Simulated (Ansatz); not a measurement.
# KBr, response to strain

Start from KBr in the rock salt structure (space group Fm-3m, No. 225; a = 6.5491 Å). Axes: x, y, z lie along the cube axes.

Strains are applied to the cell and any free atomic positions relax; under biaxial strain the out-of-plane vector relaxes too.

Calculations: PBEsol (Ansatz, a quantum-chemistry and plane-wave program), without spin-orbit coupling.

Candidates:
(a) biaxial strain +1.00 %, plane normal [001], relaxed out of plane
(b) biaxial strain +1.50 %, plane normal [001], relaxed out of plane
(c) biaxial strain −2.00 %, plane normal [001], relaxed out of plane
(d) biaxial strain −2.50 %, plane normal [001], relaxed out of plane
(e) biaxial strain +2.50 %, plane normal [001], relaxed out of plane

For the base:

The band gap comes out as 4.34 eV.

Order them by band gap, highest first.

(d) biaxial strain −2.50 %, plane normal [001], relaxed out of plane (4.44 eV), (c) biaxial strain −2.00 %, plane normal [001], relaxed out of plane (4.42 eV), (a) biaxial strain +1.00 %, plane normal [001], relaxed out of plane (4.29 eV), (b) biaxial strain +1.50 %, plane normal [001], relaxed out of plane (4.27 eV), (e) biaxial strain +2.50 %, plane normal [001], relaxed out of plane (4.22 eV)

Stability against distortions was not tested.
